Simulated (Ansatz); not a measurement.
SnO, response to strain

Start from SnO (space group P4/nmm, No. 129; a = 3.8371 Å, c = 4.7588 Å; layered, stacked along the Cartesian z axis).

Strains are applied to the cell and any free atomic positions relax.

All numbers come from PBE-D3(BJ) (Ansatz, a program for electronic structure; PAW; 420 eV plane waves; scalar-relativistic without spin-orbit coupling).

Notes on the quantities. pressure: mean of the normal stresses, compression positive.

| isotropic strain (%) | pressure (GPa) |
|---|---|
| 0 | 0.0 |
| 0.6 | -0.9 |
| 1.2 | ? |
| 1.8 | -2.4 |
| 3 | -3.6 |

**Question.** Fit P = P₀ − Bδ + Cδ² with δ = (1 + ε)³ − 1 to the rows shown and predict the withheld row.

**Answer.** Least squares on the printed values gives P₀ = 0.0 GPa, B = 50.9 GPa (at held cell shape), C = 132 GPa (largest residual 0.0 GPa); this predicts -1.7 GPa, and the run gives -1.7 GPa, in agreement.

Whether these cells are dynamically stable was not tested. The final runs are not spin-polarised.
